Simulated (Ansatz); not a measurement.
An Ansatz (a quantum-chemistry and plane-wave program) run: Cr3C2 with a change (pressure −1 GPa); PBEsol, PAW, 420 eV (Ansatz; no spin-orbit coupling).

Input:

Ansatz 0.2 input:
```yaml
crystal:
  lattice:
    - [1.3928829105, -4.5561167797, 0]
    - [1.3928829105, 4.5561167797, 0]
    - [0, 0, 6.8355275116]
  atoms:
    - { symbol: Cr, position: [0.5990303147, 0.4009696853, 0.25] }
    - { symbol: Cr, position: [0.4009696853, 0.5990303147, 0.75] }
    - { symbol: Cr, position: [0.8567632083, 0.1432367917, 0.4300562253] }
    - { symbol: Cr, position: [0.1432367917, 0.8567632083, 0.5699437747] }
    - { symbol: Cr, position: [0.1432367917, 0.8567632083, 0.9300562253] }
    - { symbol: Cr, position: [0.8567632083, 0.1432367917, 0.0699437747] }
    - { symbol: C, position: [0.2467044788, 0.7532955212, 0.25] }
    - { symbol: C, position: [0.7532955212, 0.2467044788, 0.75] }
    - { symbol: C, position: [0.5, 0.5, 0.5] }
    - { symbol: C, position: [0.5, 0.5, 0] }
basis: { ecutwfc: 420, ecutrho_ratio: 4, xc_grid: 2, fft_grid_basis: typed }
kpoints: { mp_grid: { grid: [13, 13, 6] } }
hamiltonian:
  xc: pbesol
  dispersion: none
  pseudopotentials: { kind: paw }
scf: { occupations: { method: fermi_dirac, width: 0.05 } }
relax: { f_tol: 0.01, max_steps: 60, cell: { stress_tol: 0.02, p_target: -1.0 } }
output: { forces: true, stress: true }
checkpoint: { write: state.ck, write_every: 1000 }
```

Output (explanatory and most iteration lines left out):

```
Relaxation: its limit of steps is 60 (relax.max_steps)
Pseudopotential: Cr, paw, valence charge 14
Pseudopotential: C, paw, valence charge 4
Crystal: 10 atoms, lattice volume = 86.758 Å³
Basis set: ecut = 420 eV, 1685 PW (Γ), exchange–correlation on 64×64×96 points (8 copies of the dense FFT grid, shifted against one another)
Bands: 60, of which v1, the nominal top of the filled ones, is band 50 counted from 1 (49 counted from 0)
Symmetry: 8 space group operations
Space group: Cmcm (ITA 63), of the structure as read, at distance tolerance 4.4e-5 Å
k-points: 196 of 1014
Functional: x = pbesol(κ = 0.804, μ = 0.12345679012345678), c = pbesol(β = 0.046)
SCF iter   1: F=—  HF=-21083.726171 eV  |F-HF|=—  |Δ(HF+E_count)|=         —  Δρ=1.35e-2  dr2=1.48e-1  ethr=1.77e-3  ⟨swp⟩=5.5  Hψ=40117  notcnv=0
SCF iter   2: F=—  HF=-21083.700664 eV  |F-HF|=—  |Δ(HF+E_count)|=   2.55e-2  Δρ=5.44e-3  dr2=2.65e-2  ethr=1.48e-4  ⟨swp⟩=2.4  Hψ=18357  notcnv=0
SCF 1 converged in 8 iterations: F = -21083.695338 eV  dr2 = 3.44e-8
relax step   1: F+E_penalty+E_count = -21083.69533829 eV  Δ(F+E_penalty+E_count) = +0.000e0 eV  max|allowed force component| = 9.957e-5 eV/Å  Δτ_max = 0.0000 Å  P = -0.005 GPa  Ω = 86.758 Å³  (8 SCF iters, dr2 threshold 1.00e-7 eV, accepted)
[... steps on the carried basis left out ...]
relax step   4: F+E_penalty+E_count = -21083.69454606 eV  Δ(F+E_penalty+E_count) = -5.414e-4 eV  max|allowed force component| = 3.321e-3 eV/Å  Δτ_max = 0.0000 Å  P = -0.993 GPa  Ω = 87.014 Å³  stress off target by 1.92e-2 GPa  SCF on the basis re-selected at this cell (its energy is not comparable with the rows above)  (9 SCF iters)
SCF converged after 9 iterations
Free energy (F): -21083.694546 eV
Internal energy: -21083.640789 eV  (E = F + TS)
E sigma→0 (E₀):  -21083.667668 eV
Entropy (-TS):   -0.053757 eV (-5.376 meV/atom)
Fermi energy:    19.271555 eV
--- Forces (eV/Å), atoms counted from 1 ---
  atom   1  Cr     0.00000000    -0.00313719    -0.00000000
  atom   2  Cr    -0.00000000     0.00313719     0.00000000
  atom   3  Cr     0.00000000    -0.00122018     0.00119279
  atom   4  Cr    -0.00000000     0.00122018    -0.00119279
  atom   5  Cr    -0.00000000     0.00122018     0.00119279
  atom   6  Cr    -0.00000000    -0.00122018    -0.00119279
  atom   7  C      0.00000000     0.00332082    -0.00000000
  atom   8  C     -0.00000000    -0.00332082     0.00000000
  atom   9  C      0.00000000     0.00000000     0.00000000
  atom  10  C      0.00000000     0.00000000     0.00000000
--- Stress (GPa, compression-positive) ---
       -0.999887       0.000000      -0.000000
        0.000000      -0.998123      -0.000000
       -0.000000      -0.000000      -0.980804
  P = ⅓ Tr σ = -0.9929 GPa (-9.929 kbar)
--- Relaxed structure (3 steps of the walk, 3 accepted, 1 SCFs on fresh bases) ---
  cell:  # Å, volume = 87.0138 Å³
    - [1.3942354405637887, -4.56083104440967, -4.981938487795946e-19]
    - [1.3942354405637887, 4.56083104440967, 4.981938487795952e-19]
    - [1.2638560793696267e-33, 7.474386465719701e-19, 6.841919372892869]
  atoms:
    - { symbol: Cr, position: [0.5991240643799809, 0.40087593562001905, 0.24999999999999997] }
    - { symbol: Cr, position: [0.40087593562001905, 0.5991240643799809, 0.75] }
    - { symbol: Cr, position: [0.8568106488200213, 0.14318935117997866, 0.43004573665431106] }
    - { symbol: Cr, position: [0.14318935117997866, 0.8568106488200213, 0.5699542633456888] }
    - { symbol: Cr, position: [0.14318935117997866, 0.8568106488200213, 0.9300457366543111] }
    - { symbol: Cr, position: [0.8568106488200213, 0.14318935117997866, 0.06995426334568883] }
    - { symbol: C, position: [0.2466892907680257, 0.7533107092319743, 0.24999999999999997] }
    - { symbol: C, position: [0.7533107092319743, 0.2466892907680257, 0.75] }
    - { symbol: C, position: [0.5, 0.5, 0.49999999999999994] }
    - { symbol: C, position: [0.5, 0.5, 2.4783250329011e-23] }
```

Load acts through the strain it causes; cell and atoms are relaxed under it. Whether these cells are dynamically stable was not tested. The final runs are not spin-polarised. The cell was made from Cr$_{3}$C$_{2}$ (space group Cmcm, No. 63; non-magnetic; a cell from a computed database, its experimental status unchecked) by this change: pressure −1 GPa.
